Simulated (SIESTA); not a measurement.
SIESTA run on HfC (P1, 2 atoms in the cell): self-consistent single point.

Method: GGA PBE with spin-orbit coupling, numerical atomic orbitals DZP, PseudoDojo PBE fully relativistic norm-conserving potentials (rewritten from UPF to PSML) in SIESTA.

```xyz
2
Lattice="0.0000 2.3171 2.3171 2.3171 0.0000 2.3171 2.3171 2.3171 0.0000" Properties=species:S:1:pos:R:3 pbc="T T T"
Hf     0.0126     0.0071     0.0037
C      2.3045     2.3101     2.3135
```

Reference input (self-consistent single point, DFT, GGA PBE, numerical atomic orbitals DZP, PseudoDojo PBE standard norm-conserving potentials (rewritten from UPF to PSML)): XC.functional = GGA; XC.authors = PBE; potentials = PseudoDojo PBE standard; PAO.BasisSize = DZP; PAO.EnergyShift = 0.01 Ry; MeshCutoff = 300 Ry; kgrid.MonkhorstPack = 10 10 10; OccupationFunction = MP; OccupationMPOrder = 0; ElectronicTemperature = 100 meV; MaxSCFIterations = 150; SCF.Mixer.Method = Pulay. This run's input differs from it in these lines:

```diff
@@ -1,2 +1,2 @@
-# files in the folder: Hf.psml C.psml (PseudoDojo PBE standard)
+# files in the folder: Hf.psml C.psml (PseudoDojo PBE fully relativistic)
 SystemName  HfC
@@ -35,2 +35,7 @@
 ElectronicTemperature        100.0 meV
+Spin                         spin-orbit
+%block DM.InitSpin
+  1 0.00 0.00 0.00
+  2 0.00 0.00 0.00
+%endblock DM.InitSpin
```

Log, with long lists cut:

```
        iscf     Eharris(eV)        E_KS(eV)     FreeEng(eV)     dDmax    Ef(eV) dHmax(eV)
   scf:    1    -1680.080009    -1697.230668    -1697.231309  0.654932 -5.701921  8.630683
     spin moment: {S} , |S| = {   -0.00000    0.00000   -0.00000 }     0.00000
   scf:    2    -1702.252738    -1699.911084    -1699.912011  0.039560 -5.252891  5.727878
     spin moment: {S} , |S| = {   -0.00000    0.00000    0.00000 }     0.00000
   scf:    3    -1702.915586    -1702.253224    -1702.254906  0.078399 -4.414725  1.214776
     spin moment: {S} , |S| = {    0.00000   -0.00000    0.00000 }     0.00000
   [... lines left out ...]
     spin moment: {S} , |S| = {    0.00000    0.00000    0.00000 }     0.00000
   scf:    7    -1702.288904    -1702.287870    -1702.289476  0.000830 -4.616867  0.002901
     spin moment: {S} , |S| = {   -0.00000    0.00000    0.00000 }     0.00000
   scf:    8    -1702.287899    -1702.287870    -1702.289476  0.000071 -4.616565  0.001936
     spin moment: {S} , |S| = {   -0.00000    0.00000   -0.00000 }     0.00000
   scf:    9    -1702.287832    -1702.287870    -1702.289476  0.000042 -4.616482  0.000110
     spin moment: {S} , |S| = {    0.00000   -0.00000   -0.00000 }     0.00000
SCF Convergence by DM+H criterion
max |DM_out - DM_in|         :     0.0000418313
max |H_out - H_in|      (eV) :     0.0001095585
SCF cycle converged after 9 iterations

Using DM_out to compute the final energy and forces

siesta: E_KS(eV) =            -1702.2879

siesta: E_KS - E_eggbox =     -1702.2879

siesta: Atomic forces (eV/Ang):
     1   -0.211749   -0.122158   -0.062174
     2    0.206559    0.116872    0.060275
   Tot   -0.005189   -0.005286   -0.001899
   Max    0.211749
   Res    0.143518    sqrt( Sum f_i^2 / 3N )
   Max    0.211749    constrained

Stress tensor Voigt[x,y,z,yz,xz,xy] (kbar):      -10.62       -8.98       -8.22        0.09        0.22        0.52
(Free)E + p*V (eV/cell)    -1702.1455
Target enthalpy (eV/cell)    -1702.2895

siesta: Program's energy decomposition (eV):
siesta: Enl(+so)=        68.745165
   [... lines left out ...]
siesta: FreeEng =     -1702.289476
   [... lines left out ...]
siesta:    -0.006629    0.000327    0.000135
siesta:     0.000327   -0.005604    0.000055
siesta:     0.000135    0.000055   -0.005130

siesta: Cell volume =         24.882088 Ang**3

siesta: Pressure (static):
siesta:                Solid            Molecule  Units
siesta:           0.00006304         -0.00006769  Ry/Bohr**3
siesta:           0.00578795         -0.00621541  eV/Ang**3
siesta:           9.27331710         -9.95818745  kBar
```

The run converged in 9 iterations. Against the reference run the pressure goes from 2.28 to 0.93 GPa and the largest force goes from 0.270 to 0.252 eV/Å.

The starting cell comes from a database of computed structures (which also holds hypothetical and non-ambient phases and stackings), without a prior relaxation at this level. Its atoms were displaced at random from the sites of space group no. 225. Values carry the incompleteness of an atom-centred basis.

Cost on one core of a shared machine: roughly 2 min.
